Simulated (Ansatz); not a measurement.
Abridged Ansatz (an electronic-structure program) output:

```
Relaxation: its limit of steps is 50 (relax.max_steps)
Pseudopotential: Mg, paw, valence charge 10
Crystal: 2 atoms, lattice volume = 44.174 Å³
Basis set: ecut = 420 eV, 857 PW (Γ), exchange–correlation on 48×48×72 points (8 copies of the dense FFT grid, shifted against one another)
Bands: 14, of which v1, the nominal top of the filled ones, is band 10 counted from 1 (9 counted from 0)
Symmetry: 24 space group operations
k-points: 288 of 4851
Functional: x = pbesol(κ = 0.804, μ = 0.12345679012345678), c = pbesol(β = 0.046)
SCF iter   1: F=—  HF=-3824.113358 eV  |F-HF|=—  |Δ(HF+E_count)|=         —  Δρ=2.10e-3  dr2=9.89e-4  ethr=1.77e-3  ⟨swp⟩=5.0  Hψ=20188  notcnv=0
SCF iter   2: F=—  HF=-3824.112079 eV  |F-HF|=—  |Δ(HF+E_count)|=   1.28e-3  Δρ=9.54e-4  dr2=2.83e-4  ethr=4.94e-6  ⟨swp⟩=2.5  Hψ=9329  notcnv=0
SCF 1 converged in 6 iterations: F = -3824.111959 eV  dr2 = 6.21e-11
relax step   1: F+E_penalty+E_count = -3824.11195858 eV  Δ(F+E_penalty+E_count) = +0.000e0 eV  max|allowed force component| = 5.089e-17 eV/Å  Δτ_max = 0.0000 Å  (6 SCF iters, accepted)
SCF converged after 6 iterations
Free energy (F): -3824.111959 eV
Internal energy: -3824.086139 eV  (E = F + TS)
E sigma→0 (E₀):  -3824.099049 eV
Entropy (-TS):   -0.025819 eV (-12.910 meV/atom)
Fermi energy:    5.937316 eV
--- Forces (eV/Å), atoms counted from 1 ---
  atom   1  Mg     0.00000000     0.00000000    -0.00000000
  atom   2  Mg    -0.00000000    -0.00000000     0.00000000
--- Stress (GPa, compression-positive) ---
        0.447455       0.000000       0.000000
       -0.000000       0.447455       0.000000
        0.000000       0.000000       1.476891
  P = ⅓ Tr σ = 0.7906 GPa (7.906 kbar)
--- Relaxed structure (1 steps of the walk, 1 accepted, 0 SCFs on fresh bases) ---
  atoms:
    - { symbol: Mg, position: [0.6666666666666666, 0.33333333333333326, 0.25] }
    - { symbol: Mg, position: [0.33333333333333326, 0.6666666666666665, 0.75] }
```

### Question
What was computed, and what are the main results?

### Answer
Mg, 2 atoms in the cell, with PBEsol (Ansatz; PAW; 420 eV plane waves; spin-orbit coupling left out). The last SCF converged to F = -3824.111959 eV, or -1912.0560 eV per atom, at a pressure of 0.79 GPa. The total energy compares only with runs of the same code, potentials and settings.

The cells carry an imposed strain or load. Stability against distortions was not tested. The cell was made from Mg in the hcp (Mg type) structure (space group P6_3/mmc, No. 194) by this change: uniaxial strain ε_zz = −2.00 %.

Keys are those of Ansatz 0.2.
